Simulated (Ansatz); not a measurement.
Base system: Re in the hcp (Mg type) structure (space group P6_3/mmc, No. 194; a = 2.7519 Å, c = 4.4401 Å; relaxed with 0.1 eV smearing).

All numbers come from Ansatz (a program for electronic structure) PBEsol, no spin-orbit coupling.

Before the change:

The pressure is 0.0 GPa and the band gap is zero.

Modification: an isotropic linear strain of −1.50 %, atoms relaxed at fixed cell.

**Question.** What does the calculation give for the pressure after the change?

**Answer.** The pressure (mean of the normal stresses, compression positive) goes from zero to 19.6 GPa.

**Question.** What does the calculation give for the energy relative to the base after the change?

**Answer.** The energy grows by 38 meV/atom.

**Question.** Predict the new band gap.

**Answer.** The band gap is still zero.

No phonon test of stability was made. The final runs are not spin-polarised.
